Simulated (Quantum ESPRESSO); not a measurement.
**Habitual settings against a tight run: NbFeF6 (R-3, 8 atoms in the cell)**

Self-consistent single point.

```
CELL_PARAMETERS angstrom
      2.70423     1.56129     4.70198
     -2.70423     1.56129     4.70198
      0.00000    -3.12257     4.70198
ATOMIC_POSITIONS crystal
  Nb 0.50000 0.50000 0.50000
  Fe 0.00000 0.00000 0.00000
  F  0.16740 0.34185 0.74395
  F  0.83260 0.65815 0.25605
  F  0.74395 0.16740 0.34185
  F  0.25605 0.83260 0.65815
  F  0.34185 0.74395 0.16740
  F  0.65815 0.25605 0.83260
```
Moments meant for the start (each program seeds them in its own way; μB, in the order of the atoms Nb Fe F F F F F F): 1.0 4.0 0.0 0.0 0.0 0.0 0.0 0.0.

Computed with PBEsol, PSlibrary PAW (PBE) pseudopotentials (plane waves; Quantum ESPRESSO).

Base settings: ecutwfc = 55 Ry; ecutrho = 330 Ry; occupations = smearing; smearing = mp; degauss = 0.0073499 Ry; nspin = 2; input_dft = pbesol; K_POINTS = automatic 4 4 4 0 0 0; conv_thr = 1e-10 Ry; mixing_beta = 0.4.

Tight run (finer mesh or higher cutoff; not a proven limit): ecutwfc: 55 Ry → 77 Ry; ecutrho: 330 Ry → 462 Ry; conv_thr: 1e-10 Ry → 7.3e-11 Ry; K_POINTS: automatic 4 4 4 0 0 0 → automatic 6 6 6 0 0 0. It gave Fermi level (on the code's own zero) 5.75 eV; pressure -1.15 GPa; largest force (vector length) 0.120 eV/Å; size of the cell's spin moment 3.00 μB; site moments (μB, in the program's spheres or projections) Nb -0.44, Fe 3.33, F 0.03, F 0.03, F 0.03, F 0.03, F 0.03, F 0.03.

Quick runs, as changes from the base:
- A: the base itself
- B: ecutwfc: 55 Ry → 33 Ry; ecutrho: 330 Ry → 198 Ry; degauss: 0.0073499 Ry → 0.0147 Ry; input_dft: pbesol → default; conv_thr: 1e-10 Ry → 7.3e-05 Ry; pseudopotentials: {Nb: Nb.pbe-spn-kjpaw_psl.1.0.0.UPF, Fe: Fe.pbe-n-kjpaw_psl.1.0.0.UPF, F: F.pbe-n-kjpaw_psl.1.0.0.UPF} → {Nb: Nb.pz-spn-kjpaw_psl.1.0.0.UPF, Fe: Fe.pz-n-kjpaw_psl.1.0.0.UPF, F: F.pz-n-kjpaw_psl.1.0.0.UPF}; K_POINTS: automatic 4 4 4 0 0 0 → automatic 3 3 3 1 1 1 [LDA (PZ)]
- C: ecutwfc: 55 Ry → 38 Ry; ecutrho: 330 Ry → 228 Ry; smearing: mp → fd; degauss: 0.0073499 Ry → 0.019992 Ry

Energies are extrapolated to zero smearing width, which holds to low order in the width alone (under cold and Methfessel-Paxton smearing the free energy itself is taken).

Dashes: energy of B, another energy zero; pressure of B, not trusted under this conv_thr with d or f elements.

† marks runs with another functional, U, potentials or spin treatment: their distance from the tight run is not a convergence error alone.

The count of work is k-points × plane waves × bands × iterations; it is no time. Core times come from one kind of shared machine and are given to one figure; runs under 30 s give none.

The starting cell comes from a database of computed structures (which also holds hypothetical and non-ambient phases and stackings), without a prior relaxation at this level. Its lattice was rescaled by a random factor within 2.5 % of one. The magnetic order is the one reached from the typed start; others were not searched systematically.

```csv
run,energy less tight (meV/atom),pressure less tight (GPa),largest miss in a force vector (eV/Å),count of work / tight,core time / tight (rough)
A,19.4,-0.53,0.011,0.21,0.3
B†,–,–,0.230,0.029,0.05
C,56.2,-3.07,0.084,0.13,0.2
```

Among the runs at the tight run's level, the energy misses run from 19.4 to 56.2 meV/atom.

Left out of this page: 1 run of the series failed or unconverged; 2 runs of the series outside the window shown, repeating another row's setting, or not comparable.
